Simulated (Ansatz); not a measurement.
Base system: BaZrO3 in the cubic perovskite structure (space group Pm-3m, No. 221; a = 4.2271 Å).

The values are results of PBE (Ansatz, an electronic-structure program), no spin-orbit coupling, earlier PAW set, not measurements.

Base values:

| Item | Result |
|---|---|
| Band gap | 3.19 eV |
| Density | 6.08 g/cm³ |
| Smallest direct gap | 3.41 eV |
| Electron mass | 0.36, 0.36, 2.8 mₑ (at Γ) |

It is then changed as follows: a negative pressure, −2 GPa.

Problem. How does this affect the band gap, density, smallest direct gap and electron mass?

Solution. The band gap falls by 0.033 eV to 3.15 eV; the density shrinks by 0.08 g/cm³ to 6.00 g/cm³; the smallest direct gap falls by 0.02 eV, from 3.41 eV to 3.39 eV; the electron mass (degenerate bands, along [100]) changes from 0.36, 0.36, 2.8 mₑ (at Γ) to 0.37, 0.37, 2.9 mₑ (at Γ).

Load acts through the strain it causes; cell and atoms are relaxed under it. Effective masses come from finite differences of ±0.01 Å⁻¹. Stability against distortions was not tested.
